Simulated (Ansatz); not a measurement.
# A computed series for TiAl3: pressure series

Consider TiAl3 (space group I4/mmm, No. 139; a = 3.824 Å, c = 8.561 Å).

Cell and atoms are relaxed at each pressure.

All numbers come from r2SCAN in Ansatz (plane waves to 500 eV, PAW, spin-orbit coupling left out).

```
P (GPa)  V (Å³/atom)
-------  -----------
-2.01         15.934
-1.01         15.789
0.90          15.530
2.10          15.376
4.50          15.091
8.99          14.618
14.99         14.082
22.49         13.520
29.99         13.046
```

### Question
Fit a third-order Birch–Murnaghan equation of state.

### Answer
Least squares on P(V) = (3B₀/2)[(V₀/V)^(7/3) − (V₀/V)^(5/3)]·[1 + (3/4)(B₀′ − 4)((V₀/V)^(2/3) − 1)] gives V₀ = 15.65 Å³/atom, B₀ = 116 GPa and B₀′ = 3.9.

Load acts through the strain it causes; cell and atoms are relaxed under it. Stability against distortions was not tested. No other phases were tried under pressure. The final runs are not spin-polarised.

Ansatz is an electronic-structure program.
